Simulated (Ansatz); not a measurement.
System: L1₂ (Cu3Au-type) Pt₃Ti. Method: PBE0-D3(BJ) (plane waves, PAW; Ansatz, a first-principles code).

Numerical settings: plane-wave cutoff 460 eV, 8×8×8 k mesh, Fermi–Dirac smearing 0.05 eV, no spin polarisation, scalar-relativistic PAW data made under PBE.

Cell (relaxed at this level):

Pt$_{3}$Ti is taken in the cubic space group Pm-3m (No. 221), the Cu3Au type structure, Pearson symbol cP4. Cell: a = b = c = 3.8652 Å, α = β = γ = 90.00°. Ti on 1a is surrounded by 12 Pt at 2.733 Å and 6 Ti at 3.865 Å. Pt on 3c sees 8 Pt at 2.733 Å and 4 Ti at 2.733 Å (cuboctahedral). (Neighbours: up to the widest gap in distance over summed covalent radii, below 1.35, at either atom.)

Task: Predict the bulk modulus B0 and pressure derivative B′ of the bulk modulus.

Result: 
* **bulk modulus B0**: 296 GPa
* **pressure derivative B′ of the bulk modulus**: 5.0

Note: the run has no spin polarisation, so it can have missed a magnetic state.

Spin–orbit coupling is not included.

Computed values are for the static lattice.
